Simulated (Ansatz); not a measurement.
The starting structures come from a database of crystals and need not be the phases stable at ambient conditions.

 Where the default PAW files enter, the runs use the earlier of Ansatz's two default sets.

By LDA, the system below comes out a metal.

The ballistic (Sharvin) conductance counts the channels at the Fermi level: G/A = (e²/h) × channels of both spins per area.

Data:

```yaml
crystal:
  lattice:
    - [4.34661, 0.00000, 0.00000]
    - [-2.17330, 3.76427, 0.00000]
    - [2.17330, 1.25476, 3.54899]
  atoms:
    - { symbol: In, position: [0.00000, 0.00000, 0.00000] }
    - { symbol: Sb, position: [0.00000, 0.50000, 0.50000] }
```

Space group of this cell: Fm-3m, rock salt. The cell is taken as given; by LDA its mean pressure is -4.1 GPa.

The current flows along the normal of the first two printed cell vectors, the (111) plane of the conventional cell. No spin-orbit coupling; the value is a mean over 0.1 eV about the Fermi level.

### Question
Compute, with Ansatz (a program for electronic structure) with LDA, the ballistic conductance per area.

### Answer
0.93 × 10¹⁵ S/m² for both spins.
